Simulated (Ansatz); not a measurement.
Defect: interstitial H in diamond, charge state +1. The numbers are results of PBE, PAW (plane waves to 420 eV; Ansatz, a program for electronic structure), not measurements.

Cell of 64 host sites held at the relaxed PBE lattice; a 2×2×2 k-point mesh shifted by half a step; Fermi-Dirac width 0.01 eV, spin-restricted; finite-size errors left in. Energies are static. The host's phase is taken as given; its stability against other phases was not computed. The charge state is imposed; whether it is stable for some Fermi level was not computed. Sites that were not tried may lie lower.

Barriers: single points on a 3×3×3 k-point mesh shifted by half a step at the bands' geometries.

Relaxed starting cell (atoms counted from 1):

```
C64H
1.0
    7.14310     0.00000     0.00000
    0.00000     7.14310     0.00000
    0.00000     0.00000     7.14310
C H
64 1
Direct
  0.99674   0.00116   0.25153
  0.99964   0.99999   0.74892
  0.99799   0.49870   0.25007
  0.99950   0.50095   0.74936
  0.49897   0.00034   0.24783
  0.50379   0.00285   0.74435
  0.49917   0.50083   0.24893
  0.49958   0.50150   0.74850
  0.12399   0.37564   0.12410
  0.12438   0.37574   0.62403
  0.10325   0.85746   0.14279
  0.12412   0.87573   0.62393
  0.62490   0.37640   0.12380
  0.62451   0.37598   0.62361
  0.62427   0.87586   0.12378
  0.62571   0.87580   0.62238
  0.99953   0.25103   0.99928
  0.99945   0.25030   0.49896
  0.99433   0.74671   0.00024
  0.99831   0.74972   0.50070
  0.50243   0.25408   0.99743
  0.49970   0.25123   0.49783
  0.49999   0.75183   0.99858
  0.49914   0.75069   0.49877
  0.12503   0.12543   0.37385
  0.12393   0.12833   0.87121
  0.12222   0.62131   0.37837
  0.12467   0.62604   0.87495
  0.62409   0.12552   0.37338
  0.62634   0.12703   0.87271
  0.62351   0.62545   0.37426
  0.62421   0.62583   0.87382
  0.26759   0.02187   0.98009
  0.24932   0.00094   0.49882
  0.24918   0.50078   0.99899
  0.24923   0.49935   0.50036
  0.74940   0.00105   0.99867
  0.74932   0.00065   0.49871
  0.74858   0.50007   0.99896
  0.74904   0.50052   0.49915
  0.37433   0.37578   0.37371
  0.37505   0.37726   0.87318
  0.37303   0.87556   0.37446
  0.38118   0.87835   0.86624
  0.87365   0.37457   0.37446
  0.87466   0.37591   0.87392
  0.87211   0.87449   0.37603
  0.87370   0.87576   0.87455
  0.24924   0.25134   0.24824
  0.25055   0.25296   0.74671
  0.24671   0.74403   0.25642
  0.24949   0.75203   0.74829
  0.74912   0.25036   0.24883
  0.75047   0.25138   0.74831
  0.74776   0.74997   0.24959
  0.74927   0.75069   0.74905
  0.37822   0.13054   0.12264
  0.37532   0.12675   0.62204
  0.37321   0.62510   0.12416
  0.37435   0.62588   0.62399
  0.87402   0.12552   0.12347
  0.87475   0.12558   0.62381
  0.87088   0.62252   0.12535
  0.87381   0.62534   0.62491
  0.23813   0.88533   0.05969
```
Cell charge +1.

End state 1 differs by these moves (Å; atoms that move under 0.08 Å are left out):

| atom | element | Δx | Δy | Δz |
|---|---|---|---|---|
| 11 | C | 0.09 | 0.15 | -0.08 |
| 33 | C | -0.27 | 0.00 | 0.27 |
| 44 | C | 0.08 | -0.15 | -0.09 |
| 65 | H | 0.51 | 0.00 | -0.51 |

Question: Give the forward and backward barriers to end state 1 at the level PBE, PAW.

Answer: forward 0.12 eV, backward 0.12 eV; at the saddle point atom 65 has neighbours C at 1.15, 2 C at 1.36, 2 C at 1.92, 2 C at 1.99, C at 2.04, C at 2.10 Å. The saddle point's order was not checked, and it lies on a symmetry element of the cell, where a band can be held.
